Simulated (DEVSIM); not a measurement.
System: TaN/TiO2/n-InP capacitor, at 300 K.

```csv
layer (left to right),material,thickness (nm),Nd (cm⁻³)
1,TiO2,26.0,-
2,InP,7500,6.9e15
```

Metal gate on the left, work function 4.4 eV. Fixed charge at the semiconductor interface -5.43e12 cm⁻² (in units of +e); no interface traps.

This is a model device: material constants are rounded textbook-type values typed into the input, and sizes, dopings and lifetimes were drawn at random. Values at 300 K.

| parameter | TiO2 | InP |
|---|---|---|
| gap (eV) | 3.2 | 1.344 |
| affinity (eV) | 3.9 | 4.38 |
| permittivity | 60 | 12.5 |
| Nc (cm⁻³) | - | 5.7e17 |
| Nv (cm⁻³) | - | 1.1e19 |

DEVSIM, 1D Poisson equation in equilibrium, Boltzmann statistics, complete ionisation; no quantum confinement or tunnelling. Metal contacts follow the ideal Schottky-Mott rule: no Fermi-level pinning, no interface dipoles.

Task: Tabulate band edges, carrier densities and field at -0.8 V on the gate.

Result: Energies count from the Fermi level of the right contact; mesh points crowd at the junctions.

```json
[
 {"x (μm)": "0.000", "Ec (eV)": "1.300", "Ev (eV)": "-1.900", "n (cm⁻³)": "< 1e2", "p (cm⁻³)": "< 1e2", "field (V/cm)": "150000"},
 {"x (μm)": "0.001751", "Ec (eV)": "1.327", "Ev (eV)": "-1.873", "n (cm⁻³)": "< 1e2", "p (cm⁻³)": "< 1e2", "field (V/cm)": "150000"},
 {"x (μm)": "0.005683", "Ec (eV)": "1.387", "Ev (eV)": "-1.813", "n (cm⁻³)": "< 1e2", "p (cm⁻³)": "< 1e2", "field (V/cm)": "150000"},
 {"x (μm)": "0.01466", "Ec (eV)": "1.524", "Ev (eV)": "-1.676", "n (cm⁻³)": "< 1e2", "p (cm⁻³)": "< 1e2", "field (V/cm)": "150000"},
 {"x (μm)": "0.02324", "Ec (eV)": "1.655", "Ev (eV)": "-1.545", "n (cm⁻³)": "< 1e2", "p (cm⁻³)": "< 1e2", "field (V/cm)": "150000"},
 {"x (μm)": "0.02552", "Ec (eV)": "1.690", "Ev (eV)": "-1.510", "n (cm⁻³)": "< 1e2", "p (cm⁻³)": "< 1e2", "field (V/cm)": "150000"},
 {"x (μm)": "0.02690", "Ec (eV)": "1.213", "Ev (eV)": "-0.131", "n (cm⁻³)": "< 1e2", "p (cm⁻³)": "6.8e16", "field (V/cm)": "-52000"},
 {"x (μm)": "0.03207", "Ec (eV)": "1.187", "Ev (eV)": "-0.157", "n (cm⁻³)": "< 1e2", "p (cm⁻³)": "2.5e16", "field (V/cm)": "-48000"},
 {"x (μm)": "0.04353", "Ec (eV)": "1.134", "Ev (eV)": "-0.210", "n (cm⁻³)": "< 1e2", "p (cm⁻³)": "3.3e15", "field (V/cm)": "-45000"},
 {"x (μm)": "0.07150", "Ec (eV)": "1.014", "Ev (eV)": "-0.331", "n (cm⁻³)": "< 1e2", "p (cm⁻³)": "3.1e13", "field (V/cm)": "-42000"},
 {"x (μm)": "0.1454", "Ec (eV)": "0.732", "Ev (eV)": "-0.612", "n (cm⁻³)": "290000", "p (cm⁻³)": "5.8e8", "field (V/cm)": "-34000"},
 {"x (μm)": "0.4472", "Ec (eV)": "0.146", "Ev (eV)": "-1.198", "n (cm⁻³)": "2.0e15", "p (cm⁻³)": "< 1e2", "field (V/cm)": "-5300"},
 {"x (μm)": "1.079", "Ec (eV)": "0.114", "Ev (eV)": "-1.230", "n (cm⁻³)": "6.9e15", "p (cm⁻³)": "< 1e2", "field (V/cm)": "≈ 0"},
 {"x (μm)": "2.749", "Ec (eV)": "0.114", "Ev (eV)": "-1.230", "n (cm⁻³)": "6.9e15", "p (cm⁻³)": "< 1e2", "field (V/cm)": "≈ 0"},
 {"x (μm)": "6.025", "Ec (eV)": "0.114", "Ev (eV)": "-1.230", "n (cm⁻³)": "6.9e15", "p (cm⁻³)": "< 1e2", "field (V/cm)": "≈ 0"},
 {"x (μm)": "6.946", "Ec (eV)": "0.114", "Ev (eV)": "-1.230", "n (cm⁻³)": "6.9e15", "p (cm⁻³)": "< 1e2", "field (V/cm)": "≈ 0"},
 {"x (μm)": "7.294", "Ec (eV)": "0.114", "Ev (eV)": "-1.230", "n (cm⁻³)": "6.9e15", "p (cm⁻³)": "< 1e2", "field (V/cm)": "≈ 0"},
 {"x (μm)": "7.437", "Ec (eV)": "0.114", "Ev (eV)": "-1.230", "n (cm⁻³)": "6.9e15", "p (cm⁻³)": "< 1e2", "field (V/cm)": "≈ 0"},
 {"x (μm)": "7.501", "Ec (eV)": "0.114", "Ev (eV)": "-1.230", "n (cm⁻³)": "6.9e15", "p (cm⁻³)": "< 1e2", "field (V/cm)": "≈ 0"},
 {"x (μm)": "7.517", "Ec (eV)": "0.114", "Ev (eV)": "-1.230", "n (cm⁻³)": "6.9e15", "p (cm⁻³)": "< 1e2", "field (V/cm)": "≈ 0"},
 {"x (μm)": "7.523", "Ec (eV)": "0.114", "Ev (eV)": "-1.230", "n (cm⁻³)": "6.9e15", "p (cm⁻³)": "< 1e2", "field (V/cm)": "≈ 0"},
 {"x (μm)": "7.526", "Ec (eV)": "0.114", "Ev (eV)": "-1.230", "n (cm⁻³)": "6.9e15", "p (cm⁻³)": "< 1e2", "field (V/cm)": "≈ 0"}
]
```
